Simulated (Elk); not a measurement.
Worked example: self-consistent single point of YCu2Ge2 (I4/mmm, 5 atoms in the cell) in Elk.

Level of theory: PBEsol, all-electron FP-LAPW, Elk's shipped species files, APW+lo basis with extra local orbitals run with Elk 10.2.4.

The change in words: lattice scaled by 0.98. Reference geometry:
```yaml
crystal:
  lattice:
    - [-1.99944, 1.99944, 5.09663]
    - [1.99944, -1.99944, 5.09663]
    - [1.99944, 1.99944, -5.09663]
  atoms:
    - { symbol: Y, position: [0.00000, 0.00000, 0.00000] }
    - { symbol: Cu, position: [0.75000, 0.25000, 0.50000] }
    - { symbol: Cu, position: [0.25000, 0.75000, 0.50000] }
    - { symbol: Ge, position: [0.61934, 0.61934, 0.00000] }
    - { symbol: Ge, position: [0.38066, 0.38066, 0.00000] }
```

Reference input (self-consistent single point, DFT, PBEsol, all-electron FP-LAPW, Elk's shipped species files, APW+lo basis with extra local orbitals): xctype = 22; rgkmax = 8; stype = 3; swidth = 0.00367493 Ha; ngridk = 7 7 7; gmaxvr = 16 1/bohr; nxlo = 2; lorbcnd = true; rmtscf = 0.89; lmaxi = 3. This run's input differs from it in these lines:

```diff
@@ -34,5 +34,5 @@
 avec
-   -1.9994390000    1.9994390000    5.0966310000
-    1.9994390000   -1.9994390000    5.0966310000
-    1.9994390000    1.9994390000   -5.0966310000
+   -1.9594500000    1.9594500000    4.9946980000
+    1.9594500000   -1.9594500000    4.9946980000
+    1.9594500000    1.9594500000   -4.9946980000
```

Output, abridged:

```
│ Self-consistent loop started │
│ Loop number : 1 │
 total energy                :     -10846.2316298
│ Loop number : 2 │
 total energy                :     -10850.9212729
RMS change in Kohn-Sham potential (target) :   0.5273811505     (  0.1000000000E-05)
Absolute change in total energy (target)   :    4.689643112     (  0.1000000000E-03)
│ Loop number : 3 │
 total energy                :     -10865.8177142
RMS change in Kohn-Sham potential (target) :   0.3505748553     (  0.1000000000E-05)
Absolute change in total energy (target)   :    16.06885199     (  0.1000000000E-03)
│ Loop number : 4 │
   [... lines left out ...]
Absolute change in total energy (target)   :   0.9374465844E-03 (  0.1000000000E-03)
│ Loop number : 15 │
 total energy                :     -10886.5627774
RMS change in Kohn-Sham potential (target) :   0.1061791958E-05 (  0.1000000000E-05)
Absolute change in total energy (target)   :   0.2059694853E-03 (  0.1000000000E-03)
│ Loop number : 16 │
 total energy                :     -10886.5627216
RMS change in Kohn-Sham potential (target) :   0.2474255314E-06 (  0.1000000000E-05)
Absolute change in total energy (target)   :   0.4241859642E-05 (  0.1000000000E-03)
Convergence targets achieved

│ Loop number : 17 │

Energies :
 Fermi                       :     0.365044626135
 total energy                :     -10886.5627017

Density of states at Fermi energy :    26.28335162
 (states/Hartree/unit cell)

Estimated indirect band gap :   0.5216034720E-02
 from k-point      6 to k-point      7
Estimated direct band gap   :   0.1782368430E-01
 at k-point      7

Charges :
 core                        :    88.00000000
 valence                     :    73.00000000
 interstitial                :    9.034168512
 muffin-tins (core leakage)
  species :    1 (Y)
   atom    1                 :    36.31459791     (  0.5966744939E-04)
  species :    2 (Cu)
   atom    1                 :    27.77424503     (  0.7060609397E-03)
   atom    2                 :    27.77424503     (  0.7060609397E-03)
  species :    3 (Ge)
   atom    1                 :    30.05137176     (  0.1526919153E-02)
   atom    2                 :    30.05137176     (  0.1526919153E-02)
 total in muffin-tins        :    151.9658315
 total calculated charge     :    160.9814219
 total charge                :    161.0000000
 error                       :   0.1857809796E-01

│ Self-consistent loop stopped │
```

The run converged in 17 iterations. The count includes the last loop, which Elk runs after its targets are met. Against the reference run the free energy rises by 26.7 meV/atom.

The starting cell comes from a database of computed structures (which also holds hypothetical and non-ambient phases and stackings), without a prior relaxation at this level. Its lattice was rescaled by a random factor within 2.5 % of one. For this run, on top of that: lattice scaled by 0.98. Spin polarisation is off. Values depend on the basis (sphere radii, cutoffs, local orbitals), which need not be converged. The log's line on a gap gives a spacing of levels on this mesh, which the program prints for metals too.

Cost on one core of a shared machine: roughly 3 min.
